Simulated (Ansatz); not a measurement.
Start from InSb in the zinc blende structure (space group F-43m, No. 216; a = 6.519 Å). Axes: x, y, z lie along the cube axes.

Level of theory: PBEsol (Ansatz, a quantum-chemistry and plane-wave program, PAW, no spin-orbit coupling).

Strains are applied to the cell and any free atomic positions relax; under biaxial strain the out-of-plane vector relaxes too.

One change was made to it. Results:

| quantity | base | after |
|---|---|---|
| pressure (mean of the normal stresses, compression positive) | 0.0 GPa | 0.3 GPa |
| shortest interatomic distance | 2.823 Å | 2.816 Å |
| energy relative to the base (free energy F) | 0 meV/atom | +0.3 meV/atom |

### Question
Which change produced these results?
(A) biaxial strain −0.42 %, plane normal [111], relaxed out of plane
(B) biaxial strain +2.50 %, plane normal [111], relaxed out of plane
(C) biaxial strain −2.08 %, plane normal [111], relaxed out of plane
(D) biaxial strain +0.83 %, plane normal [111], relaxed out of plane

### Answer
A, biaxial strain −0.42 %, plane normal [111], relaxed out of plane. For comparison, the pressure in the other runs: biaxial strain +0.83 %, plane normal [111], relaxed out of plane gives -0.5 GPa; biaxial strain −2.08 %, plane normal [111], relaxed out of plane gives 1.3 GPa; biaxial strain +2.50 %, plane normal [111], relaxed out of plane gives -1.3 GPa.

No phonon test of stability was made. The final runs are not spin-polarised.
